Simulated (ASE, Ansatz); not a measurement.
One thermal frame of composition Zr3Cu5, cell Zr18Cu30, first heated far above this temperature, then brought to it, at a temperature that wasn't checked against the liquidus, so perhaps supercooled [in the CHGNet run: it was liquid; mean temperature 1187 K (target 1120 K); density 7.15 g/cm³, volume +7 % from the start cell's; mean pressure 0.4 GPa against a target of 0], 1120 K, computed in Ansatz (plane waves, PAW) at several levels on the same positions and k-sampling (one point, (1/4, 1/4, 1/4)); no spin polarisation or spin-orbit coupling.

The frame comes from MD with CHGNet (ASE). The base level is PBE (cutoff 420 eV), whose static pressure on this k-sampling is -0.5 GPa. On the run's last frame a denser k-mesh moved the forces by 0.057 eV/Å rms, the static pressure by -0.08 GPa and the free energy by -2 meV/atom, which is about how far such values are converged. That check is the base level's. Differences between levels on one k-sampling err less than the absolute values. Cutoffs of the other levels: 500 eV for r2SCAN, the files' default (420 eV for most) otherwise. Volume per atom 17.17 Å³.

| level | static pressure less the base's (GPa) | rms force change from the base (eV/Å) | cost |
|---|---|---|---|
| PBE | 0 | 0 | (base) |
| r2SCAN | [?] | 0.07 | very roughly 2.9 core-minutes |
| PBEsol | [?] | [?] | very roughly 40 core-seconds |
| LDA | [?] | [?] | around 50 core-seconds (rough) |

Problem. Some entries are withheld; supply them.

Solution. 
- r2SCAN, static pressure less the base's (GPa): -2.7
- PBEsol, static pressure less the base's (GPa): -5.1
- PBEsol, rms force change from the base (eV/Å): 0.06
- LDA, static pressure less the base's (GPa): -8.8
- LDA, rms force change from the base (eV/Å): 0.12

Ansatz is a first-principles code.
